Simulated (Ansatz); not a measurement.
**How the bulk modulus of AlP (model structure, from the NiAs type, P6₃/mmc, No. 194) moves with the method**

No measured value is used here.

| level (code) | value (GPa) | cell (Å³/atom) |
|---|---|---|
| LDA (Ansatz) | 114 | 15.59 |
| PBE (Ansatz) | 104 | 16.24 |
| PBEsol (Ansatz) | 111 | 15.89 |

LDA, PBE, PBEsol: the bulk modulus is −V dP/dV from two relaxed cells at ±2 % in volume. Each level is taken at its own relaxed cell. Ansatz's density-functional and Hartree–Fock values are scalar-relativistic unless marked +SOC, with PAW data made under PBE.

A model structure was made by putting elements into a prototype or built by hand; it is no filed structure, need not be a known phase, and can be a saddle point held by its symmetry.

Ansatz is a first-principles code.
